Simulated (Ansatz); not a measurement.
## Response to strain in W

Start from W in the bcc (W type) structure (space group Im-3m, No. 229; a = 3.169 Å; relaxed with 0.1 eV smearing).

Strains are applied to the cell and any free atomic positions relax.

The values are results of Kohn–Sham DFT with the r2SCAN functional, run in Ansatz (a program for electronic structure) with PAW and 500 eV plane waves, no SOC, not measurements.

```json
[
 {"isotropic strain (%)": "-3", "pressure (GPa)": "35.1"},
 {"isotropic strain (%)": "-2.5", "pressure (GPa)": "28.3"},
 {"isotropic strain (%)": "-2", "pressure (GPa)": "?"},
 {"isotropic strain (%)": "-1.5", "pressure (GPa)": "15.9"},
 {"isotropic strain (%)": "-1", "pressure (GPa)": "10.2"},
 {"isotropic strain (%)": "-0.5", "pressure (GPa)": "5.0"},
 {"isotropic strain (%)": "0", "pressure (GPa)": "0.0"}
]
```

Problem. Fit P = P₀ − Bδ + Cδ² with δ = (1 + ε)³ − 1 to the rows shown and predict the withheld row.

Solution. Least squares on the printed values gives P₀ = 0.0 GPa, B = 313 GPa, C = 1010 GPa (largest residual 0.1 GPa); this predicts 21.9 GPa, and the run gives 21.9 GPa, in agreement.

Whether these cells are dynamically stable was not tested. The final runs are not spin-polarised.
